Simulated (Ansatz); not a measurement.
The parent structure is BaTe in the rock salt structure (space group Fm-3m, No. 225).

```
BaTe
1.0
    0.00000     3.47069     3.47069
    3.47069     0.00000     3.47069
    3.47069     3.47069     0.00000
Ba Te
1 1
Cartesian
  0.00000   0.00000   0.00000
  3.47069   3.47069   3.47069
```

Cartesian axes are those of the cell as printed.

Method: DFT with PBEsol, PAW potentials and a 420 eV plane-wave cutoff in Ansatz (a program for electronic structure), without spin-orbit coupling.

For the base:

The band gap is 1.46 eV.

It is then changed as follows: uniaxial strain ε_zz = +2.00 %, all other strain components held at zero, atoms relaxed at fixed cell.

Task: Estimate the effect on the energy relative to the base and band gap.

Result: The energy increases by 3.7 meV/atom; the band gap rises by 0.03 eV (1.46 eV → 1.49 eV).

With Te present, leaving out spin-orbit coupling can change the band edges. Semilocal Kohn–Sham gaps tend to fall short of experiment. Whether these cells are dynamically stable was not tested.
